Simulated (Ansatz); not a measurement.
Data:

```
W
1.0
   -1.58048     1.58048     1.56593
    1.58048    -1.58048     1.56593
    1.58048     1.58048    -1.56593
W
1
Direct
  0.00000   0.00000   0.00000
```

Calculation: PBEsol with spin-orbit coupling, rigid bands (plane waves, PAW; Ansatz, an electronic-structure program). Condition of this run: uniaxial stress zz = 3 GPa (compression positive) with spin-orbit coupling (the target of the relaxation). How the cell was made: cell and atoms relaxed with PBEsol, then loaded as said.

Task: Predict the product ρ₀λ of resistivity and mean free path that follows from the Fermi surface's area.

Result: 9.4 ×10⁻¹⁶ Ω·m².

Task: And the Drude plasma energy and the root-mean-square Fermi velocity at 300 K?

Result: 7.1 eV; 8.8e5 m/s.

A metal at this level (no band gap); rigid bands, thermally averaged at 300 K, both spins. τ is one relaxation time for all states; the product of resistivity and mean free path takes one path for all states instead.
